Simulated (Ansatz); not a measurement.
Consider the following.

```yaml
crystal:
  lattice:
    - [-3.00291, 2.97769, 2.39485]
    - [3.00291, -2.97769, 2.39485]
    - [3.00291, 2.97769, -2.39485]
  atoms:
    - { symbol: Al, position: [0.65848, 0.15981, 0.81829] }
    - { symbol: Al, position: [0.84152, 0.65981, 0.50133] }
    - { symbol: Al, position: [0.15848, 0.34019, 0.49867] }
    - { symbol: Al, position: [0.34152, 0.84019, 0.18171] }
    - { symbol: Cu, position: [0.25000, 0.25000, 0.00000] }
    - { symbol: Cu, position: [0.75000, 0.75000, 0.00000] }
```

No spin polarisation.

Method: r2SCAN in Ansatz (plane waves to 500 eV, PAW, spin-orbit coupling left out). k-mesh 12×12×12 (Γ-centred); smearing 0.05 eV (Fermi–Dirac).

**Question.** What is the computed band gap?

**Answer.** Zero.

**Question.** What pressure (mean of the normal stresses, compression positive) does the calculation give?

**Answer.** 1.0 GPa.

**Question.** What is the computed space group?

**Answer.** Ibam (No. 72).

The cells carry an imposed strain or load. No phonon test of stability was made. The final runs are not spin-polarised. The cell was made from Al₂Cu (space group I4/mcm, No. 140) by this change: uniaxial strain ε_yy = −0.84 %.

Ansatz is an electronic-structure program.
